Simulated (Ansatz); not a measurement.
System: NaF (model structure, started from the CsCl type, Pm-3m, No. 221, 2 atoms in the cell). Method: PBE0 (Ansatz, a program for electronic structure, plane waves, PAW).

Settings: plane-wave cutoff 460 eV, 8×8×8 k mesh, Fermi–Dirac smearing 0.01 eV, scalar-relativistic PAW data made under PBE.

Cell (relaxed with PBEsol):

```xyz
2
Lattice="2.8166 0.0000 0.0000 0.0000 2.8166 0.0000 0.0000 0.0000 2.8166" Properties=species:S:1:pos:R:3 pbc="T T T"
Na     0.0000     0.0000     0.0000
F      1.4083     1.4083     1.4083
```

Task: Give the computed band gap and smallest direct gap on the k points sampled.

Result: 
* **band gap**: 8.92 eV (on the SCF k mesh) (indirect)
* **smallest direct gap on the k points sampled**: 9.26 eV

Note: the relaxation could raise the start's symmetry but not lower it, so the cell can be a saddle point; cell and atoms aren't relaxed at this level (pressure 0.3 GPa).

Static lattice: no zero-point or thermal effects.

Cost on a shared machine: very roughly 26 core-seconds.

A model structure was made by putting elements into a prototype or built by hand; it is no filed structure, need not be a known phase, and can be a saddle point held by its symmetry.
